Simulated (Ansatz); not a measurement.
**Response to strain in CdTe**

Consider CdTe in the zinc blende structure (space group F-43m, No. 216).

```
CELL_PARAMETERS angstrom
      0.00000     3.27889     3.27889
      3.27889     0.00000     3.27889
      3.27889     3.27889     0.00000
ATOMIC_POSITIONS crystal
  Cd 0.00000 0.00000 0.00000
  Te 0.25000 0.25000 0.25000
```

Strains are applied to the cell and any free atomic positions relax.

Level of theory: r2SCAN (Ansatz, a first-principles code, PAW, no SOC).

```tsv
isotropic strain (%)	pressure (GPa)
-3	4.5
-2.5	?
-2	2.8
-1.5	2.0
-1	1.3
-0.5	0.6
0	0.0
```

Q: Fit P = P₀ − Bδ + Cδ² with δ = (1 + ε)³ − 1 to the rows shown and predict the withheld row.

A: Least squares on the printed values gives P₀ = 0.0 GPa, B = 39.2 GPa, C = 142 GPa (largest residual 0.0 GPa); this predicts 3.6 GPa, and the run gives 3.6 GPa, in agreement.

Whether these cells are dynamically stable was not tested.
